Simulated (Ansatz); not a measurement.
The reference is ZrO$_{2}$ in the fluorite structure (space group Fm-3m, No. 225; a = 5.0891 Å).

It is then changed as follows: a negative pressure, −2 GPa.

Levels (all Ansatz, an electronic-structure program, PAW, earlier PAW set): r2SCAN (500 eV, no spin-orbit coupling); HSE06 (420 eV, scalar-relativistic without spin-orbit coupling); HSE06+SOC (420 eV, noncollinear with spin-orbit coupling).

One geometry, relaxed with r2SCAN, under each level:

```json
[
 {"level": "r2SCAN", "band gap": "3.86 eV", "lowest conduction level above the VBM at special points": "Γ 3.86 eV; X 4.26 eV; L 4.46 eV"},
 {"level": "HSE06", "band gap": "4.96 eV", "lowest conduction level above the VBM at special points": "Γ 4.96 eV; X 5.34 eV; L 5.63 eV"},
 {"level": "HSE06+SOC", "band gap": "4.96 eV", "lowest conduction level above the VBM at special points": "Γ 4.96 eV; X 5.35 eV; L 5.60 eV"}
]
```

Single points use the geometry relaxed with r2SCAN. Their cutoffs differ, which shifts pressures a little. HSE06 gaps are upper bounds (no full band path). The spin-orbit shifts are approximate. Load acts through the strain it causes; cell and atoms are relaxed under it. No phonon test of stability was made. This is not the structure that ZrO2 has at room temperature and ambient pressure.
